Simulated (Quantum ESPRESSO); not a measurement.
A self-consistent single point of Li3Ag (I4mm, 4 atoms in the cell) with Quantum ESPRESSO.

Method: PBEsol, GBRV 1.5 ultrasoft (PBESOL) pseudopotentials (plane waves; Quantum ESPRESSO).

```yaml
crystal:
  lattice:
    - [-2.10280, 2.10280, 3.65758]
    - [2.10280, -2.10280, 3.65758]
    - [2.10280, 2.10280, -3.65758]
  atoms:
    - { symbol: Li, position: [0.25000, 0.75000, 0.50000] }
    - { symbol: Li, position: [0.75000, 0.25000, 0.50000] }
    - { symbol: Li, position: [0.50684, 0.50684, 0.00000] }
    - { symbol: Ag, position: [0.00000, 0.00000, 0.00000] }
```

Reference input (self-consistent single point, DFT, PBEsol, plane waves, GBRV 1.5 ultrasoft (PBESOL) pseudopotentials): ecutwfc = 40 Ry; ecutrho = 320 Ry; occupations = smearing; smearing = gaussian; degauss = 0.0073499 Ry; potentials = {Li: li_pbesol_v1.4.uspp.F.UPF, Ag: ag_pbesol_v1.4.uspp.F.UPF}; K_POINTS = automatic 5 5 5 0 0 0; conv_thr = 1e-09 Ry; mixing_beta = 0.4. This run's input differs from it in these lines:

```diff
@@ -35,3 +35,3 @@
 K_POINTS automatic
-5 5 5  0 0 0
+8 8 8  1 1 1
```

The program printed (abridged):

```
     Self-consistent Calculation

     iteration #  1     ecut=    40.00 Ry     beta= 0.40

     total energy              =    -323.42887726 Ry
     estimated scf accuracy    <      34.10549089 Ry

     iteration #  2     ecut=    40.00 Ry     beta= 0.40

     total energy              =    -339.00056308 Ry
     estimated scf accuracy    <      10.47470170 Ry

     iteration #  3     ecut=    40.00 Ry     beta= 0.40

     total energy              =    -338.72751969 Ry
     estimated scf accuracy    <       2.47840400 Ry

   [... 12 blocks of this kind left out ...]

     iteration # 16     ecut=    40.00 Ry     beta= 0.40

     total energy              =    -338.69709937 Ry
     estimated scf accuracy    <          3.1E-09 Ry

     iteration # 17     ecut=    40.00 Ry     beta= 0.40
     End of self-consistent calculation

     the Fermi energy is     5.8072 ev

!    total energy              =    -338.69709937 Ry
     estimated scf accuracy    <          4.8E-10 Ry
     smearing contrib. (-TS)   =      -0.00066680 Ry
     internal energy E=F+TS    =    -338.69643257 Ry

     convergence has been achieved in  17 iterations

     Forces acting on atoms (cartesian axes, Ry/au):

     atom    1 type  1   force =     0.00000000    0.00000000    0.00229169
     atom    2 type  1   force =     0.00000000    0.00000000    0.00229169
     atom    3 type  1   force =     0.00000000    0.00000000   -0.00427203
     atom    4 type  2   force =     0.00000000    0.00000000   -0.00031135

     Total force =     0.005371     Total SCF correction =     0.000001

          total   stress  (Ry/bohr**3)                   (kbar)     P=       -4.36
  -0.00003242   0.00000000   0.00000000           -4.77        0.00        0.00
   0.00000000  -0.00003242   0.00000000            0.00       -4.77        0.00
  -0.00000000  -0.00000000  -0.00002409           -0.00       -0.00       -3.54

   JOB DONE.
```

The run converged in 17 iterations. Against the reference run the free energy rises by 4.8 meV/atom, the pressure hardly changes (-0.46 to -0.44 GPa) and the largest force moves little (0.111 to 0.110 eV/Å).

The starting cell comes from a database of computed structures (which also holds hypothetical and non-ambient phases and stackings), without a prior relaxation at this level. Its lattice was rescaled by up to half a per cent. One atom was moved a little off its site on purpose.

Cost on one core of a shared machine: roughly 50 s.
